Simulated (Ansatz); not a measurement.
We consider SrHfN2 (model structure, started from the LiVN2 type, Pna2₁, No. 33, 16 atoms in the cell), described by PBEsol (Ansatz, a first-principles code, PAW).

Numerical settings: plane-wave cutoff 520 eV, 6×6×6 k mesh, Fermi–Dirac smearing 0.01 eV, scalar-relativistic PAW data made under PBE.

Cell (relaxed with PBEsol):

```
HfSrN2
1.0
    6.36595     0.00000     0.00000
    0.00000     7.85280     0.00000
    0.00000     0.00000     5.67876
Sr Hf N
4 4 8
Direct
  0.58266   0.87954   0.98180
  0.41734   0.12046   0.48180
  0.91734   0.37954   0.48180
  0.08266   0.62046   0.98180
  0.56483   0.37368   0.00002
  0.43517   0.62632   0.50002
  0.93517   0.87368   0.50002
  0.06483   0.12632   0.00002
  0.54732   0.40641   0.35383
  0.45268   0.59359   0.85383
  0.95268   0.90641   0.85383
  0.04732   0.09359   0.35383
  0.61887   0.83833   0.43436
  0.38113   0.16167   0.93436
  0.88113   0.33833   0.93436
  0.11887   0.66167   0.43436
```

Q: Predict the band gap.

A: 
- band gap: 2.18 eV

Note: the relaxation could raise the start's symmetry but not lower it, so the cell can be a saddle point.

Spin–orbit coupling is not included.

Computed values are for the static lattice.

Cost on a shared machine: very roughly 8 core-minutes.

A model structure was made by putting elements into a prototype or built by hand; it is no filed structure, need not be a known phase, and can be a saddle point held by its symmetry.
